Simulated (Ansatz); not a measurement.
Take BaS in the rock salt structure (space group Fm-3m, No. 225; a = 6.428 Å) as the base.

Method: PBE (Ansatz, a first-principles code, PAW, without spin-orbit coupling).

For the base:

```
Item                                    Value
-------------------  ------------------------
Lattice parameter a                   6.428 Å
Hole mass            0.23, 2.7, 2.7 mₑ (at Γ)
```

Perturbation: Te takes the place of S on all its sites, then cell and atoms are relaxed.

Q: What does the calculation give for the lattice parameter a and hole mass after the change?

A: The lattice parameter a increases by 0.6363 Å (6.428 Å → 7.065 Å); the hole mass (degenerate bands, along [100]) changes from 0.23, 2.7, 2.7 mₑ (at Γ) to 0.16, 1.3, 1.3 mₑ (at Γ).

With Te present, leaving out spin-orbit coupling can change the band edges. The levels and masses belong to the bands next to the band gap. Effective masses come from finite differences of ±0.01 Å⁻¹. Whether these cells are dynamically stable was not tested.
